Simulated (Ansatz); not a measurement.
Results of r²SCAN0 (Ansatz, an electronic-structure program, PAW) for BaScO2F (P4/mmm, No. 123, 5 atoms in the cell; start mp-1227813).

Input:

Ansatz 0.2 input:
```yaml
crystal:
  lattice:
    - [4.1406713415, 0.0, 0.0]
    - [0.0, 4.1406713415, 0.0]
    - [0.0, 0.0, 4.1280464502]
  atoms:
    - { symbol: Ba, position: [0.5, 0.5, 0.5] }
    - { symbol: Sc, position: [0.0, 0.0, 0.0] }
    - { symbol: O, position: [0.5, 0.0, 0.0] }
    - { symbol: O, position: [0.0, 0.5, 0.0] }
    - { symbol: F, position: [0.0, 0.0, 0.5] }
basis:
  ecutwfc: 520
  ecutrho_ratio: 4
  xc_grid: 3
kpoints:
  mp_grid: { grid: [6, 6, 6] }
hamiltonian:
  xc: r2scan0
  dispersion: none
  pseudopotentials: { kind: paw }
scf:
  occupations: { method: fermi_dirac, width: 0.01 }
  convergence: { dr2_threshold: 0.0000000005 }
output:
  forces: true
  stress: true
  eigenvalues: true
```

Excerpt of the program's output:

```
WARN output.stress: scf.exx.energy_threshold = 1e-6 eV is looser than the 5e-8 eV advised for a stress under a hybrid functional (1e-8 eV for each atom of the …
Crystal: 5 atoms, lattice volume = 70.776 Å³
Basis set: ecut = 520 eV, 1919 PW (Γ), exchange–correlation on 96×96×96 points (27 copies of the dense FFT grid, shifted against one another)
Bands: 25, of which v1, the nominal top of the filled ones, is band 20 counted from 1 (19 counted from 0)
Symmetry: 16 space group operations
Space group: P4/mmm (ITA 123), of the structure as read, at distance tolerance 4.1e-5 Å
k-points: 40 of 216
Functional: x = r2scan, c = r2scan; τ floored in thin density (d = 2e-4 eV/Å³), warm-up for x = 0.75 r2scan + 0.25 exact, c = r2scan; τ floored in thin density (d = 2e-4 eV/Å³)
SCF iter   1: F=—  HF=-10062.327114 eV  |F-HF|=—  |Δ(HF+E_count)|=         —  Δρ=1.48e-2  dr2=1.85e-1  dr2_τ=1.86e-1
SCF iter   2: F=—  HF=-10062.460741 eV  |F-HF|=—  |Δ(HF+E_count)|=   1.34e-1  Δρ=1.29e-2  dr2=7.70e-2  dr2_τ=1.64e-2
  ...
Crystal: 5 atoms, lattice volume = 70.776 Å³
Initial density: handed on by an earlier stage of this run
Functional: x = 0.75 r2scan + 0.25 exact, c = r2scan; τ floored in thin density (d = 2e-4 eV/Å³)
Crystal: 5 atoms, lattice volume = 70.776 Å³
SCF iter   9: F=—  HF=-10060.863277 eV  |F-HF|=—  |Δ(HF+E_count)|=   1.18e-8  Δρ=1.57e-6  dr2=1.40e-9  dr2_τ=6.29e-11
SCF iter  10: F=-10060.863277 eV  HF=-10060.863277 eV  |F-HF|=9.09e-12  |Δ(HF+E_count)|=  3.33e-10  Δρ=1.22e-7  dr2=2.09e-10  dr2_τ=3.45e-13
SCF 3 converged in 10 iterations: F = -10060.863277 eV  dr2 = 2.09e-10
Free energy (F): -10060.863278 eV
Internal energy: -10060.863278 eV  (E = F + TS)
E sigma→0 (E₀):  -10060.863278 eV
Fermi energy:    11.213811 eV
--- Forces (eV/Å), atoms counted from 1 ---
  atom   1  Ba     0.00000000    -0.00000000     0.00000000
  atom   2  Sc    -0.00000000    -0.00000000     0.00000000
  atom   3  O      0.00000000     0.00000000     0.00000000
  atom   4  O      0.00000000     0.00000000     0.00000000
  atom   5  F     -0.00000000     0.00000000     0.00000000
--- Stress (GPa, compression-positive) ---
        0.610510       0.000000       0.000000
        0.000000       0.610510       0.000000
        0.000000       0.000000       0.903123
  P = ⅓ Tr σ = 0.7080 GPa (7.080 kbar)
```

The PAW data were made under PBE.

Note: cell and atoms aren't relaxed at this level (pressure 0.7 GPa).

Computing time: around 6 core-minutes (rough).

A start named mp-… is a Materials Project structure, which need not be a measured phase.
